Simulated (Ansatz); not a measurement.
Response to strain in SnSe2

Consider SnSe₂ in the CdI2 type structure (space group P-3m1, No. 164; a = 3.840 Å, c = 6.007 Å; layered, stacked along the Cartesian z axis). Axes: x lies along a and z along c of the hexagonal cell.

Strains are applied to the cell and any free atomic positions relax; under biaxial strain the out-of-plane vector relaxes too.

All numbers come from PBE-D3(BJ) (Ansatz, an electronic-structure program, PAW, no spin-orbit coupling).

```csv
"biaxial strain, plane normal [001], relaxed out of plane (%)",out-of-plane strain (%)
0,0.00
0.5,?
1,-1.18
1.5,-1.89
2,-2.62
2.5,-3.41
```

Fit ε⊥ = −νε + γε² (strains in %) to the rows shown and predict the withheld row.

Least squares on the printed values gives ν = 1.08 (the biaxial Poisson response) and γ = -0.114 (largest residual 0.01 %); this predicts -0.57 %, and the run gives -0.57 %, in agreement.

Whether these cells are dynamically stable was not tested.
